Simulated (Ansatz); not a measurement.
# Mg3SiO (model structure, started from the Mg3SbN type, Pm-3m, No. 221, 5 atoms in the cell): band gap by level of theory

No measured value is used here.

```
level (code)        value (eV)
---------------  -------------
LDA (Ansatz)              0.00
PBE (Ansatz)              0.00
PBEsol (Ansatz)           0.00
r²SCAN (Ansatz)           0.00
HSE06 (Ansatz)   0.16 (direct)
```

Computed values are for a static lattice. A gap of zero means that the bands touch or overlap; how far they overlap is not shown.  HSE06: PBE has no gap here, and a hybrid on a coarse mesh can open a false one. Values are at the PBEsol cell. Cutoffs and k meshes differ between the levels. Ansatz's density-functional and Hartree–Fock values are scalar-relativistic unless marked +SOC, with PAW data made under PBE.

A model structure was made by putting elements into a prototype or built by hand; it is no filed structure, need not be a known phase, and can be a saddle point held by its symmetry.

Ansatz is a quantum-chemistry and plane-wave program.
